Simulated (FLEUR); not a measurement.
A self-consistent single point of Pb (Fm-3m, 1 atom in the cell) with FLEUR.

Method: PBE, all-electron FLAPW (FLEUR), scalar-relativistic valence in FLEUR.

```
Pb
1.0
    0.00000     2.46758     2.46758
    2.46758     0.00000     2.46758
    2.46758     2.46758     0.00000
Pb
1
Direct
  0.00000   0.00000   0.00000
```

Reference input (self-consistent single point, DFT, PBE, all-electron FLAPW (FLEUR), scalar-relativistic valence): Kmax = 3.8 1/bohr; GmaxXC = 11.4 1/bohr; xcFunctional = pbe; jspins = 1; l_soc = F; mode = hist; fermiSmearingEnergy = 0.00367493 Htr; mesh (inpgen div1-3) = 8 8 8; inpgen gamma flag = true; Gmax = 11.4 1/bohr; numbands = 0; maxIterBroyd = 15. This run's input differs from it in these lines:

```diff
@@ -13,3 +13,3 @@
 &comp jspins=1 /
-&kpt div1=8 div2=8 div3=8 gamma=t /
+&kpt div1=18 div2=18 div3=18 gamma=t /
 &end /
@@ -33,3 +33,3 @@
    <cell>
-      <bzIntegration valenceElectrons="14.0" mode="hist" fermiSmearingEnergy="0.00367493">
+      <bzIntegration valenceElectrons="14.0" mode="hist" fermiSmearingEnergy="0.00183747">
          <kPointListSelection listName="default-1"/>
```

The program printed (abridged):

```
 Iteration:     1   Distance:       5.68298191 me/bohr^3
 Iteration:     2   Distance:       5.32425000 me/bohr^3
 Iteration:     3   Distance:       1.11904157 me/bohr^3
 Iteration:     4   Distance:       0.20702672 me/bohr^3
 Iteration:     5   Distance:       0.20344969 me/bohr^3
   [... 3 lines left out ...]
 Iteration:     9   Distance:       0.00046197 me/bohr^3
 Iteration:    10   Distance:       0.00004463 me/bohr^3
 Iteration:    11   Distance:       0.00006110 me/bohr^3
 Iteration:    12   Distance:       0.00000191 me/bohr^3
 Run finished successfully
 Stop message:
   Structural relaxation: Done

[file out, last iteration]
             iter=     13
[...]
          total density-effective poten   -3.7309877131E+04
          total charge density-energy d   -3.9035100430E+02
 Updated energy parameters for spin:           1
[...]
 fermi energy and band-weighting factors:

[...]
FERMIE:
          first approx. to ef    (T=0)  :   0.299224 htr   (energy of the highest occ. eigenvalue)
          number of occ. states  (T=0)  :       1354
          first approx. to seigv (T=0)  :  -2.814665 htr
          sum of weights of occ. states :   7.005658
          sum of semicore charge        :   0.000000 e
FERHIS:  Fermi-Energy by histogram:
          bandgap                     :   0.000609 htr
   [... lines left out ...]
          charge neutrality (T=0)     :   0.011317    (zero if the highest occ. eigenvalue is "entirely" occupied)
     EF_NEWTON:  Adjust Fermi-Energy by Newton-Method.
 Direct bandgap for spin            1 :    2.4206758290133301E-002  Htr
   [... lines left out ...]
 ---->    (input%tkb*entropy) TS=              0.0002309675 htr
 ---->    free energy=                    -20928.6646198259 htr
      extrapolation for T->0
 ---->    total electron energy=          -20928.6645043421 htr
 ***** TOTAL FORCES ON ATOMS *****
 TOTAL FORCE FOR ATOM TYPE=  1  X=  0.000   Y=  0.000   Z=  0.000
                       FX_TOT= 0.000000 FY_TOT= 0.000000 FZ_TOT= 0.000000
 Structural relaxation: Done
```

The run converged in 12 iterations. FLEUR gives forces in its relaxation mode, with a further iteration, so its stop message speaks of a relaxation. Against the reference run the free energy goes up by 21.4 meV/atom.

The starting cell has typed, rounded lattice constants, without a prior relaxation at this level. Its lattice was rescaled by up to half a per cent. Spin-orbit coupling is off. Values depend on the basis (sphere radii, cutoffs, local orbitals), which need not be converged. The log's line on a gap gives a spacing of levels on this mesh, which the program prints for metals too.

Cost on one core of a shared machine: roughly 50 s.
